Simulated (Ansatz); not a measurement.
**A self-consistent single point of the (100) slab of LaO2 (cut from a parent of space group no. 11; 12 atoms in the cell) with Ansatz (a program for electronic structure)**

Level of theory: PBEsol, default PAW files made with PBE (plane waves; Ansatz).

This input was run:

Ansatz 0.2 input:
```yaml
crystal:
  lattice:
    - [3.945902, 0.000000, 0.000000]
    - [0.000000, 6.382942, 0.000000]
    - [0.000000, 0.000000, 21.037215]
  atoms:
    - { symbol: La, position: [0.750000, 0.871687, 0.460499] }
    - { symbol: La, position: [0.250000, 0.543985, 0.337236] }
    - { symbol: O, position: [0.750000, 0.291550, 0.332744] }
    - { symbol: O, position: [0.250000, 0.124121, 0.464991] }
    - { symbol: O, position: [0.750000, 0.767279, 0.349395] }
    - { symbol: O, position: [0.250000, 0.648392, 0.448339] }
    - { symbol: La, position: [0.750000, 0.754821, 0.662764] }
    - { symbol: La, position: [0.250000, 0.427119, 0.539507] }
    - { symbol: O, position: [0.750000, 0.174684, 0.535009] }
    - { symbol: O, position: [0.250000, 0.007255, 0.667256] }
    - { symbol: O, position: [0.750000, 0.650413, 0.551665] }
    - { symbol: O, position: [0.250000, 0.531527, 0.650605] }
basis:
  ecutwfc: 420.0
kpoints:
  mp_grid:
    grid: [5, 3, 1]
hamiltonian:
  xc: pbesol
  pseudopotentials:
    kind: paw
scf:
  occupations:
    method: gaussian
    width: 0.1
output:
  forces: true
  eigenvalues: true
  stress: true
```

Output, abridged:

```
WARN the atoms were moved onto the symmetric positions of the space group found under crystal.symmetry.tolerance 1.0e-5 (fractional …
WARN ansatz: RAYON_NUM_THREADS=1 ignored (pool sized by the plan → 1); use --threads N
Pseudopotentials: kind: paw
Pseudopotential: La, paw, valence charge 11
Pseudopotential: O, paw, valence charge 6
Crystal: 12 atoms, lattice volume = 529.853 Å³
Basis set: ecut = 420 eV, 10407 PW (Γ), exchange–correlation on 54×90×288 points (8 copies of the dense FFT grid, shifted against one another)
Bands: 58, of which v1, the nominal top of the filled ones, is band 46 counted from 1 (45 counted from 0)
Symmetry: 4 space group operations
Space group: P21/m (ITA 11), of the structure as read, at distance tolerance 8.1e-5 Å
k-points: 6 of 15
PAW frozen core: La, regenerated for the run's functional, and the local potential with it
PAW frozen core: O, regenerated for the run's functional, and the local potential with it
Initial density: superposition of atomic densities (neutral atoms: chi_scale 0, normalization atom), corrected by the library's trained network
Initial wavefunctions: pseudopotential atomic-orbital guess
Eigensolver: davidson
Functional: x = pbesol(κ = 0.804, μ = 0.12345679012345678), c = pbesol(β = 0.046)
SCF iter   1: F=—  HF=-29137.606586 eV  |F-HF|=—  |Δ(HF+E_count)|=         —  Δρ=1.35e-2  dr2=1.59e0  ethr=1.77e-3  ⟨swp⟩=6.2  Hψ=1587  notcnv=0
all-band conjugate gradients solve this SCF's bands
preconditioner: auto → LDOS
SCF iter   2: F=—  HF=-29137.505115 eV  |F-HF|=—  |Δ(HF+E_count)|=   1.01e-1  Δρ=8.62e-3  dr2=3.03e-1  ethr=1.73e-3  ⟨swp⟩=3.0  Hψ=571  notcnv=0
SCF iter   3: F=—  HF=-29137.509627 eV  |F-HF|=—  |Δ(HF+E_count)|=   4.51e-3  Δρ=5.10e-3  dr2=1.83e-1  ethr=3.30e-4  ⟨swp⟩=2.0  Hψ=343  notcnv=0  defer=1
SCF iter   4: F=—  HF=-29137.502707 eV  |F-HF|=—  |Δ(HF+E_count)|=   6.92e-3  Δρ=2.78e-3  dr2=6.91e-2  ethr=1.99e-4  ⟨swp⟩=1.5  Hψ=336  notcnv=0  defer=1
SCF iter   5: F=—  HF=-29137.498962 eV  |F-HF|=—  |Δ(HF+E_count)|=   3.74e-3  Δρ=1.97e-3  dr2=3.42e-2  ethr=7.51e-5  ⟨swp⟩=1.0  Hψ=332  notcnv=0  defer=1
SCF iter   6: F=—  HF=-29137.498448 eV  |F-HF|=—  |Δ(HF+E_count)|=   5.14e-4  Δρ=1.25e-3  dr2=7.06e-3  ethr=3.71e-5  ⟨swp⟩=1.0  Hψ=332  notcnv=0  defer=3
SCF iter   7: F=—  HF=-29137.498178 eV  |F-HF|=—  |Δ(HF+E_count)|=   2.70e-4  Δρ=4.13e-4  dr2=1.40e-3  ethr=7.67e-6  ⟨swp⟩=1.0  Hψ=332  notcnv=0  defer=4
SCF iter   8: F=—  HF=-29137.498306 eV  |F-HF|=—  |Δ(HF+E_count)|=   1.28e-4  Δρ=2.50e-4  dr2=5.37e-4  ethr=1.52e-6  ⟨swp⟩=1.0  Hψ=332  notcnv=0  defer=4
SCF iter   9: F=—  HF=-29137.498281 eV  |F-HF|=—  |Δ(HF+E_count)|=   2.44e-5  Δρ=1.65e-4  dr2=1.61e-4  ethr=5.83e-7  ⟨swp⟩=1.0  Hψ=332  notcnv=0  defer=4
SCF iter  10: F=—  HF=-29137.498279 eV  |F-HF|=—  |Δ(HF+E_count)|=   2.59e-6  Δρ=6.94e-5  dr2=3.74e-5  ethr=1.75e-7  ⟨swp⟩=1.0  Hψ=332  notcnv=0  defer=4
SCF iter  11: F=—  HF=-29137.498108 eV  |F-HF|=—  |Δ(HF+E_count)|=   1.71e-4  Δρ=3.18e-5  dr2=5.32e-6  ethr=4.06e-8  ⟨swp⟩=2.0  Hψ=414  notcnv=0  defer=16
SCF iter  12: F=—  HF=-29137.498108 eV  |F-HF|=—  |Δ(HF+E_count)|=   3.51e-7  Δρ=1.28e-5  dr2=7.99e-7  ethr=5.79e-9  ⟨swp⟩=2.0  Hψ=465  notcnv=0  defer=16
SCF iter  13: F=-29137.498110 eV  HF=-29137.498109 eV  |F-HF|=3.21e-7  |Δ(HF+E_count)|=   1.05e-6  Δρ=3.78e-6  dr2=7.15e-8  ethr=1.09e-10  ⟨swp⟩=12.7  Hψ=2039  notcnv=0
SCF 1 converged in 13 iterations: F = -29137.498110 eV  dr2 = 7.15e-8
SCF converged after 13 iterations
Free energy (F): -29137.498110 eV
Harris-Foulkes:  -29137.498109 eV  (|F-HF|=3.21e-7)
Internal energy: -29137.366936 eV  (E = F + TS)
E sigma→0 (E₀):  -29137.432523 eV
Entropy (-TS):   -0.131173 eV (-10.931 meV/atom)
Fermi energy:    -0.420482 eV
--- Per-component energies (eV) ---
  E_band       = -891.079670
  E_kinetic    = 2130.901498
  E_local      = -41824.386651  (includes V_loc(G=0)·N_el)
  E_nonlocal   = 780.115401
  E_hartree    = 19942.562167
  E_xc         = -1124.767116
  E_vxc        = -1321.018579  (∫ρ·V_xc dr)
  E_paw        = -22530.062546  (= ΣΔE_a)
  E_vpaw       = -541.848676  (= ΣTr[D̂ρ^β])
  E_aug_tail   = 0.018709  (compensation charges beyond the density's cutoff)
  E_ewald      = 13487.291259
  E_core_change = 0.960341  (= ΣΔE_core)
  E_smearing   = -0.131173  (= −TS)
  E_closure    = -0.000000  (closes the sum)
  Σ components = -29137.498110   (vs F -29137.498110, Δ=0.00e0)
--- Forces (eV/Å), atoms counted from 1 ---
  atom   1  La     0.00000000     0.63313078    -0.20801338
  atom   2  La     0.00000000    -0.42447200     1.73673421
  atom   3  O      0.00000000     1.75684329     0.03116951
  atom   4  O      0.00000000     0.15688516     0.58539204
  atom   5  O      0.00000000    -1.25979422    -0.27599889
  atom   6  O      0.00000000    -0.24225716    -0.66064036
  atom   7  La     0.00000000     0.42447200    -1.73673421
  atom   8  La     0.00000000    -0.63313078     0.20801338
  atom   9  O      0.00000000    -0.15688516    -0.58539204
  atom  10  O      0.00000000    -1.75684329    -0.03116951
  atom  11  O      0.00000000     0.24225716     0.66064036
  atom  12  O      0.00000000     1.25979422     0.27599889
  max |Σ_I F_I| component: 4.44e-16 eV/Å
--- Stress (GPa, compression-positive) ---
       -4.782169       0.000000       0.000000
        0.000000      -4.638854      -0.674502
        0.000000      -0.674503      -2.856462
  P = ⅓ Tr σ = -4.0925 GPa (-40.925 kbar)
  The stress holds the Pulay correction. Without it, at fixed plane waves, as pw.x and ABINIT print it: P = -4.2866 GPa
--- Band table (eV; the first three rows and the last of 6) ---
  k-point 0: bands = ["-30.7945", "-30.7936", "-29.8007", "-29.6799", "-17.5591", "-17.0374", "-16.6642", "-16.4756", "-16.1803", "-15.6817", "-15.5201", "-15.4844", "-14.4616", "-14.2546", "-14.2387", "-14.2345", "-13.5120", "-13.4424", "-13.3189", [...]
  k-point 1: bands = ["-30.7944", "-30.7935", "-29.7814", "-29.7001", "-17.4257", "-17.1024", "-16.7439", "-16.5491", "-16.1823", "-15.6531", "-15.5009", "-15.4503", "-14.4878", "-14.2547", "-14.2378", "-14.2343", "-13.4955", "-13.4821", "-13.4698", [...]
  k-point 2: bands = ["-30.7748", "-30.7741", "-29.7683", "-29.6699", "-17.3722", "-17.1096", "-16.8980", "-16.4976", "-16.3544", "-15.9106", "-15.8686", "-15.7713", "-14.5115", "-14.3032", "-13.8505", "-13.8112", "-13.6128", "-13.6065", "-13.4247", [...]
  k-point 5: bands = ["-30.7424", "-30.7422", "-29.6972", "-29.6715", "-17.3161", "-17.2834", "-17.0313", "-16.9489", "-16.5837", "-16.2537", "-15.6341", "-15.5866", "-14.4819", "-14.4133", "-14.3042", "-14.2544", "-13.5650", "-13.5100", "-13.3610", [...]
```

The run converged in 13 iterations.

The starting cell comes from a database of computed structures (which also holds hypothetical and non-ambient phases and stackings), without a prior relaxation at this level. The slab is cut from that crystal, and its faces are unrelaxed. Its lattice was rescaled by up to half a per cent. Spin polarisation is off, though cut faces can carry moments; the slab shows no gap. Forces in this geometry exceed 1 eV/Å.
